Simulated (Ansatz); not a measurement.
The starting structures come from a database of crystals and need not be the phases stable at ambient conditions.

Here is the system:

```
CELL_PARAMETERS angstrom
      5.87722     0.00000     0.00000
      0.00000     5.87722     0.00000
      2.93861    -2.93861     4.15583
ATOMIC_POSITIONS crystal
  Ge 0.37500 0.87500 0.25000
  Ge 0.87500 0.37500 0.75000
  Ge 0.37500 0.37500 0.25000
  Ge 0.37500 0.37500 0.75000
  Ge 0.00000 0.00000 0.00000
  Ge 0.75000 0.75000 0.50000
  N  0.61684 0.61684 0.23368
  N  0.13316 0.60052 0.73368
  N  0.14948 0.61684 0.23368
  N  0.13316 0.13316 0.73368
  N  0.61684 0.61684 0.76632
  N  0.60052 0.13316 0.26632
  N  0.61684 0.14948 0.76632
  N  0.13316 0.13316 0.26632
```

Space group of this cell: Fd-3m. The cell is taken as given; by PBEsol its mean pressure is -6.4 GPa.

Transport runs along the normal of the first two printed cell vectors, the (001) plane of the conventional cell.

No gap correction and no spin-orbit coupling; mid-gap values are interpolated between computed energies.

State the band gap and the smallest decay constant κ at mid-gap according to Ansatz (a program for electronic structure) with PBEsol.

Gap 1.87 eV on a 8×8×8 mesh; κ = 0.165 1/Å, at the zone centre.
